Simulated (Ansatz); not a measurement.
**Several settings converged on Tl2Pd (P1, 6 atoms in the cell)**

```yaml
crystal:
  lattice:
    - [4.43625, -3.39313, 0.00000]
    - [4.43625, 3.39313, 0.00000]
    - [-3.74448, 0.00000, 4.43832]
  atoms:
    - { symbol: Tl, position: [0.50474, 0.83692, 0.17771] }
    - { symbol: Tl, position: [0.50001, 0.16783, 0.83356] }
    - { symbol: Tl, position: [0.16783, 0.50001, 0.33356] }
    - { symbol: Tl, position: [0.83217, 0.49999, 0.66644] }
    - { symbol: Pd, position: [0.00080, 0.99920, 0.25000] }
    - { symbol: Pd, position: [0.99920, 0.00080, 0.75000] }
```

Base method: PBEsol, default PAW files made with PBE (plane waves; Ansatz, a program for electronic structure).

Base settings: basis.ecutwfc = 420 eV; kpoints.mp_grid.grid = 4 4 5; hamiltonian.xc = pbesol; hamiltonian.pseudopotentials = {kind: paw} (the program's default PAW files); scf.occupations.method = fermi_dirac; scf.occupations.width = 0.1 eV.

The count of work is k-points × plane waves × bands × iterations; it is no time. Core times come from one kind of shared machine, to one figure; runs under 30 s give none.

**Shifted k-point meshes**

In this ladder: kpoints.mp_grid.shift = 0.5 0.5 0.5.

Only quantities that move along the ladder and can be compared are tabulated.

```csv
kpoints.mp_grid.grid,free energy less the last step's (meV/atom),pressure (GPa),largest difference of a force vector from the last step's (eV/Å),count of work / last
1 1 2,-461.23,-2.64,1.245,0.0028
2 2 2,50.91,-1.43,0.138,0.0099
2 2 3,58.70,-1.46,0.230,0.013
3 3 4,30.04,-1.43,0.060,0.044
5 5 5,-0.24,-1.80,0.016,0.16
9 9 10,0.00,-1.81,0.000,1.0
```

Coarsest kpoints.mp_grid.grid that holds the pressure within 0.5 GPa of the last step, with all finer ones: 2 2 2, at 0.0099 of the last step's count of work; the step before is off by 0.83 GPa.

Coarsest kpoints.mp_grid.grid that holds the forces within 0.02 eV/Å: not settled: the last two steps still differ by 0.016 eV/Å, over half the tolerance, so the ladder does not show it.

Coarsest kpoints.mp_grid.grid that holds the free energy within 5 meV/atom of the last step, with all finer ones: 5 5 5, at 0.16 of the last step's count of work; the step before is off by 30 meV/atom.

Two neighbours can agree and both be off: 2 2 2 and 2 2 3 differ by 0.03 GPa in the pressure, yet lie about 0.35 GPa from the last step.

**The k-point mesh at a smearing width of 0.05 eV**

In this ladder: scf.occupations.width = 0.05 eV.

The second cell is the first with its lattice scaled by 0.98.

Only quantities that move along the ladder and can be compared are tabulated.

```tsv
kpoints.mp_grid.grid	free energy less the last step's (meV/atom)	energy of the compressed cell less the first (meV/atom)	pressure (GPa)	largest difference of a force vector from the last step's (eV/Å)	count of work / last	core time / last (rough)
3 3 3	-43.27	-2.32	-2.58	0.102	0.017	–
4 4 5	7.19	3.93	-1.79	0.028	0.058	–
6 6 7	3.30	4.06	-1.80	0.025	0.18	0.2
8 8 8	-2.85	3.32	-1.90	0.003	0.36	0.3
11 11 12	0.00	3.71	-1.84	0.000	1.0	1
```

Coarsest kpoints.mp_grid.grid that holds the free energy within 5 meV/atom: not settled: the last two steps still differ by 2.9 meV/atom, over half the tolerance, so the ladder does not show it.

Coarsest kpoints.mp_grid.grid that holds the energy of the compressed cell less the first within 2 meV/atom of the last step, with all finer ones: 4 4 5, at 0.058 of the last step's count of work; the step before is off by 6.0 meV/atom.

Coarsest kpoints.mp_grid.grid that holds the forces within 0.01 eV/Å of the last step, with all finer ones: 8 8 8, at 0.36 of the last step's count of work and about 0.3 of the last step's time; the step before is off by 0.025 eV/Å.

**The mesh under tetrahedron occupations**

In this ladder: scf.occupations.method = tetrahedron; scf.occupations.width = default.

Only quantities that move along the ladder and can be compared are tabulated.

| kpoints.mp_grid.grid | free energy less the last step's (meV/atom) | pressure (GPa) | largest difference of a force vector from the last step's (eV/Å) | count of work / last | core time / last (rough) |
|---|---|---|---|---|---|
| 3 3 3 | -37.49 | -2.32 | 0.139 | 0.056 | – |
| 4 4 4 | 34.72 | -1.77 | 0.127 | 0.14 | – |
| 5 5 5 | 22.46 | -1.57 | 0.014 | 0.22 | 0.2 |
| 7 7 7 | -1.24 | -1.82 | 0.012 | 0.59 | 0.7 |
| 8 8 9 | 0.00 | -1.84 | 0.000 | 1.0 | 1 |

Coarsest kpoints.mp_grid.grid that holds the free energy within 5 meV/atom of the last step, with all finer ones: 7 7 7; the step before is off by 22 meV/atom.

Coarsest kpoints.mp_grid.grid that holds the forces within 0.02 eV/Å: not settled: the last two steps still differ by 0.012 eV/Å, over half the tolerance, so the ladder does not show it.

Coarsest kpoints.mp_grid.grid that holds the pressure within 0.1 GPa of the last step, with all finer ones: 7 7 7; the step before is off by 0.27 GPa.

On the base run: the starting cell comes from a database of computed structures (which also holds hypothetical and non-ambient phases and stackings), without a prior relaxation at this level. Its lattice was rescaled by up to half a per cent. One atom was moved a little off its site on purpose. Spin polarisation is off. Ansatz's pressure includes its estimate of the finite-basis (Pulay) stress.

Keys are those of Ansatz 0.2.
